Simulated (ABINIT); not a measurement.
# Worked example: self-consistent single point of ZrB2 (P6/mmm, 3 atoms in the cell) in ABINIT

Computed with PBE, PAW (JTH v2.0 PBE PAW) (plane waves; ABINIT).

This input was run:

```
# ZrB2, JTH v2.0 PBE PAW
pp_dirpath "./"
pseudos "Zr.GGA_PBE-JTH.xml, B.GGA_PBE-JTH.xml"
acell 3*1.0 Angstrom
rprim
         3.1896929028   -0.0000002275    0.0000000000
        -1.5948462544    2.7623551979    0.0000000000
         0.0000000000    0.0000000000    3.5772570000
natom 3
ntypat 2
znucl 40 5
typat 1 2 2
xcart
         0.0000000000    0.0000000000    0.0000000000
         0.0000001313    1.8415700561    1.7886285000
         1.5948465171    0.9207849143    1.7886285000
      Angstrom
ecut 544 eV
pawecutdg 1088 eV
occopt 6
tsmear 0.00183747
nband 14
kptopt 1
ngkpt 8 8 6
nshiftk 1
shiftk 0 0 0
nstep 100
tolvrs 1.0e-12
prtwf 0
prtden 0
enunit 1
```

The program printed (abridged):

```
 Symmetries : space group P6/m m m (#191); Bravais hP (primitive hexag.)

 -outvars: echo values of preprocessed input variables --------
            acell      1.8897261329E+00  1.8897261329E+00  1.8897261329E+00 Bohr
             ecut      1.99916330E+01 Hartree
           enunit           1
              ixc     -101130
         kptrlatt        8    0    0      0    8    0      0    0    6
          kptrlen      4.05602162E+01
            natom           3
            nband          14
            ngfft          27      27      30
          ngfftdg          36      36      40
             nkpt          40
            nstep         100
             nsym          24
           ntypat           2
           occopt           6
        pawecutdg      3.99832660E+01 Hartree
            rprim      3.1896929028E+00 -2.2750000000E-07  0.0000000000E+00
                      -1.5948462544E+00  2.7623551979E+00  0.0000000000E+00
                       0.0000000000E+00  0.0000000000E+00  3.5772570000E+00
          spgroup         191
           tolvrs      1.00000000E-12
           tsmear      1.83747000E-03 Hartree
            typat      1  2  2
           useylm           1
             xred      0.0000000000E+00  0.0000000000E+00  0.0000000000E+00
                       3.3333333333E-01  6.6666666667E-01  5.0000000000E-01
                       6.6666666667E-01  3.3333333333E-01  5.0000000000E-01
            znucl       40.00000    5.00000

== DATASET  1 ==================================================================

 Real(R)+Recip(G) space primitive vectors, cartesian coordinates (Bohr,Bohr^-1):
 R(1)=  6.0276460 -0.0000004  0.0000000  G(1)=  0.1659023  0.0957837  0.0000000
 R(2)= -3.0138226  5.2200948  0.0000000  G(2)=  0.0000000  0.1915674  0.0000000
 R(3)=  0.0000000  0.0000000  6.7600360  G(3)=  0.0000000  0.0000000  0.1479282
 Unit cell volume ucvol=  2.1270374E+02 bohr^3
 Angles (23,13,12)=  9.00000000E+01  9.00000000E+01  1.20000000E+02 degrees

 Coarse grid specifications (used for wave-functions):

 getcut: wavevector=  0.0000  0.0000  0.0000  ngfft=  27  27  30
         ecut(hartree)=     19.992   => boxcut(ratio)=   2.14518

 Fine grid specifications (used for densities):

 getcut: wavevector=  0.0000  0.0000  0.0000  ngfft=  36  36  40
         ecut(hartree)=     39.983   => boxcut(ratio)=   2.07877

   4.31815220E+02                                ecore*ucvol(ha*bohr**3)

_setup2: Arith. and geom. avg. npw (full set) are     908.086     908.061

--- !BeginCycle
solver: {iscf: 17, nstep: 100, nline: 4, wfoptalg: 10, }
tolerances: {tolvrs: 1.00E-12, }
...

     iter   Etot(hartree)      deltaE(h)  residm     nres2
 ETOT  1  -53.337815653869    -5.334E+01 3.194E-01 1.313E+01
 ETOT  2  -53.345429983559    -7.614E-03 2.792E-02 8.325E-01
 ETOT  3  -53.345734235011    -3.043E-04 1.033E-02 1.619E-01
 ETOT  4  -53.345786550000    -5.231E-05 1.337E-03 6.438E-04
 ETOT  5  -53.345788646701    -2.097E-06 1.043E-03 1.036E-04
 ETOT  6  -53.345788746371    -9.967E-08 2.151E-04 3.335E-06
 ETOT  7  -53.345788728500     1.787E-08 1.577E-04 1.156E-07
 ETOT  8  -53.345788729263    -7.627E-10 2.332E-04 2.998E-08
 ETOT  9  -53.345788729125     1.375E-10 1.309E-04 2.773E-09
 ETOT 10  -53.345788729116     9.749E-12 3.143E-04 9.462E-12
 ETOT 11  -53.345788729118    -1.982E-12 1.646E-04 1.622E-12
 ETOT 12  -53.345788729118    -3.624E-13 3.472E-04 3.644E-13

 At SCF step   12       nres2   =  3.64E-13 < tolvrs=  1.00E-12 =>converged.

 Cartesian components of stress tensor (hartree/bohr^3)
  sigma(1 1)=  1.64995403E-04  sigma(3 2)=  0.00000000E+00
  sigma(2 2)=  1.64995402E-04  sigma(3 1)=  0.00000000E+00
  sigma(3 3)=  1.97122820E-04  sigma(2 1)=  7.30371672E-14

 ----iterations are completed or convergence reached----

 reduced coordinates (array xred) for    3 atoms
       0.000000000000      0.000000000000      0.000000000000
       0.333333333333      0.666666666667      0.500000000000
       0.666666666667      0.333333333333      0.500000000000
 cartesian forces (eV/Angstrom) at end:
    1     -0.00000000000000    -0.00000000000000    -0.00000000000000
    2      0.00000000000000     0.00000000000000    -0.00000000000000
    3      0.00000000000000    -0.00000000000000    -0.00000000000000
 frms,max,avg= 4.7749893E-28 8.8415619E-28   0.000E+00  0.000E+00  0.000E+00 e/A
 length scales=  1.889726132886  1.889726132886  1.889726132886 bohr
              =  1.000000000000  1.000000000000  1.000000000000 angstroms
 Fermi (or HOMO) energy (eV) =  12.36812   Average Vxc (eV)= -12.34801
 Eigenvalues (   eV  ) for nkpt=  40  k points:
 kpt#   1, nband= 14, wtk=  0.00260, kpt=  0.0000  0.0000  0.0000 (reduced coord)
 -36.53200  -14.70745  -14.17387  -14.17387   -0.42254    9.65858    9.66521    9.66521
   9.79117   15.49543   15.49543   16.20784   16.20784   16.98148
 prteigrs : prtvol=0 or 1, do not print more k-points.

--- !EnergyTerms
comment             : Components of total free energy in Hartree
kinetic             :  1.56496092594785E+01
hartree             :  6.99501608271079E+00
xc                  : -9.09720820742768E+00
Ewald energy        : -4.78948846513512E+01
psp_core            :  2.03012519411779E+00
local_psp           : -3.24783496039683E+01
spherical_terms     :  1.14499148150300E+01
internal            : -5.33457771114102E+01
'-kT*entropy'       : -1.15924029058305E-05
total_energy        : -5.33457887038131E+01
total_energy_eV     : -1.45161273373391E+03
...

-Cartesian components of stress tensor (GPa)         [Pressure= -5.1694E+00 GPa]
- sigma(1 1)=  4.85433153E+00  sigma(3 2)=  0.00000000E+00
- sigma(2 2)=  4.85433152E+00  sigma(3 1)=  0.00000000E+00
- sigma(3 3)=  5.79955262E+00  sigma(2 1)=  2.14882728E-09

 Calculation completed.
```

The run converged in 12 iterations.

The starting cell comes from a database of computed structures (which also holds hypothetical and non-ambient phases and stackings), without a prior relaxation at this level. Its lattice was rescaled by a random factor within 2.5 % of one. With a pressure of about -5 GPa the cell is away from its equilibrium volume at this level.

These are the values that this program gave, and no reference: the one-centre exchange-correlation terms come from a truncated expansion.
